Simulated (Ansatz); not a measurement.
ZnSe₂ (Pa-3, No. 205, 12 atoms in the cell; start mp-1102515), treated with PBE0 in Ansatz (plane waves, PAW).

Input file:

Ansatz 0.2 input:
```yaml
crystal:
  lattice:
    - [6.2388265111, 0.0, 0.0]
    - [0.0, 6.2388265111, 0.0]
    - [0.0, 0.0, 6.2388265111]
  atoms:
    - { symbol: Zn, position: [0.5, 0.5, 0.0] }
    - { symbol: Zn, position: [0.0, 0.5, 0.5] }
    - { symbol: Zn, position: [0.0, 0.0, 0.0] }
    - { symbol: Zn, position: [0.5, 0.0, 0.5] }
    - { symbol: Se, position: [0.1099886267, 0.8900113733, 0.3900113733] }
    - { symbol: Se, position: [0.8900113733, 0.1099886267, 0.6099886267] }
    - { symbol: Se, position: [0.3900113733, 0.1099886267, 0.8900113733] }
    - { symbol: Se, position: [0.6099886267, 0.8900113733, 0.1099886267] }
    - { symbol: Se, position: [0.6099886267, 0.6099886267, 0.6099886267] }
    - { symbol: Se, position: [0.3900113733, 0.3900113733, 0.3900113733] }
    - { symbol: Se, position: [0.8900113733, 0.3900113733, 0.1099886267] }
    - { symbol: Se, position: [0.1099886267, 0.6099886267, 0.8900113733] }
basis:
  ecutwfc: 460
  ecutrho_ratio: 4
  xc_grid: 2
kpoints:
  mp_grid: { grid: [4, 4, 4] }
  band_path: { path: [[0, 0, 0], [0.1875, 0.1875, 0.1875]], npoints: 1 }
hamiltonian:
  xc: pbe0
  dispersion: none
  pseudopotentials: { kind: paw }
scf:
  occupations: { method: fermi_dirac, width: 0.01 }
  convergence: { dr2_threshold: 0.0000000012 }
output:
  forces: true
  stress: true
  eigenvalues: true
  write_bands: true
```

Problem. How many irreducible k-points, plane waves at Γ does the program set up, and what pressure does the run end with?

Solution. 11 irreducible k-points, 5449 plane waves at Γ; P = 1.99 GPa, so the cell is compressed on average and its volume would grow at this level.

The run printed, among other lines:

```
WARN output.stress: scf.exx.energy_threshold = 1e-6 eV is looser than the 1.2e-7 eV advised for a stress under a hybrid functional (1e-8 eV for each atom of …
Crystal: 12 atoms, lattice volume = 242.834 Å³
Basis set: ecut = 460 eV, 5449 PW (Γ), exchange–correlation on 90×90×90 points (8 copies of the dense FFT grid, shifted against one another)
Bands: 106, of which v1, the nominal top of the filled ones, is band 88 counted from 1 (87 counted from 0)
Symmetry: 24 space group operations
Space group: Pa-3 (ITA 205), of the structure as read, at distance tolerance 6.2e-5 Å
k-points: 11 of 64
Functional: x = pbe(κ = 0.804, μ = 0.2195149727645171), c = pbe(β = 0.06672455060314922), warm-up for x = 0.75 pbe(κ = 0.804, μ = 0.2195149727645171) + 0.25 exact, c = pbe(β = 0.06672455060314922)
SCF iter   1: F=—  HF=-57032.542776 eV  |F-HF|=—  |Δ(HF+E_count)|=         —  Δρ=2.40e-3  dr2=9.88e-3
SCF iter   2: F=—  HF=-57032.542266 eV  |F-HF|=—  |Δ(HF+E_count)|=   5.10e-4  Δρ=8.31e-4  dr2=1.30e-3
  ...
Crystal: 12 atoms, lattice volume = 242.834 Å³
Initial density: handed on by an earlier stage of this run
Functional: x = 0.75 pbe(κ = 0.804, μ = 0.2195149727645171) + 0.25 exact, c = pbe(β = 0.06672455060314922)
Crystal: 12 atoms, lattice volume = 242.834 Å³
Crystal: 12 atoms, lattice volume = 242.834 Å³
SCF iter   1: F=—  HF=-57044.708356 eV  |F-HF|=—  |Δ(HF+E_count)|=         —  Δρ=2.92e-6  dr2=9.99e-9
SCF iter   2: F=—  HF=-57044.708355 eV  |F-HF|=—  |Δ(HF+E_count)|=   1.24e-7  Δρ=1.61e-6  dr2=2.76e-9
SCF 4 converged in 3 iterations: F = -57044.708355 eV  dr2 = 4.19e-10
Free energy (F): -57044.708356 eV
Internal energy: -57044.708356 eV  (E = F + TS)
E sigma→0 (E₀):  -57044.708356 eV
Fermi energy:    10.156670 eV
--- Forces (eV/Å), atoms counted from 1 ---
  atom   1  Zn     0.00000000    -0.00000000    -0.00000000
  atom   2  Zn     0.00000000    -0.00000000     0.00000000
  atom   3  Zn     0.00000000    -0.00000000    -0.00000000
  atom   4  Zn     0.00000000    -0.00000000     0.00000000
  atom   5  Se    -0.24120230     0.24120230     0.24120230
  atom   6  Se     0.24120230    -0.24120230    -0.24120230
  atom   7  Se     0.24120230    -0.24120230     0.24120230
  atom   8  Se    -0.24120230     0.24120230    -0.24120230
  atom   9  Se    -0.24120230    -0.24120230    -0.24120230
  atom  10  Se     0.24120230     0.24120230     0.24120230
  atom  11  Se     0.24120230     0.24120230    -0.24120230
  atom  12  Se    -0.24120230    -0.24120230     0.24120230
--- Stress (GPa, compression-positive) ---
        1.994606       0.000000       0.000000
        0.000000       1.994606       0.000000
        0.000000       0.000000       1.994606
  P = ⅓ Tr σ = 1.9946 GPa (19.946 kbar)
```

The PAW data were made under PBE.

Note: cell and atoms aren't relaxed at this level (largest force component 0.24 eV/Å, pressure 2.0 GPa).

Cost on a shared machine: around 14 core-minutes (rough).

A start named mp-… is a Materials Project structure, which need not be a measured phase.

Ansatz is a quantum-chemistry and plane-wave program.
